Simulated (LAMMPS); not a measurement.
MD of BN (zinc blende) at zero pressure, 1000 atoms, as a crystal; each row is its own run.

Computed with classical MD, pair style extep, file BN.extep, run in LAMMPS.

| T (K) | enthalpy (eV/atom) |
|---|---|
| 200 | -6.6931 |
| 1440 | -6.3651 |
| 2400 | -6.1111 |
| 2880 | -5.9870 |
| 3360 | -5.8627 |
| 3840 | -5.7459 |

### Question
Fit a straight line, y = a + b x, to these rows (x is the first column, y the second) and predict the run at x = 300.

### Answer
Least squares gives a = -6.7421 and b = 0.0002611. At x = 300 the fit predicts -6.6637 eV/atom. The run itself gave -6.6670 ± 0.0001 eV/atom, so the fit is 3.3 meV/atom high.

Caution (rows 200; 300): nuclei are classical, which matters for such light atoms.

Caution (rows 1440; 2400; 2880; 3360; 3840): in nature this polymorph isn't the stable one over the whole range of temperature at this pressure, and short runs keep a crystal in its starting form.

Caution (rows 1440; 2400; 2880; 3360; 3840): a run this short can hold a crystal over, or a liquid under, the potential's own melting point, which these runs don't give.
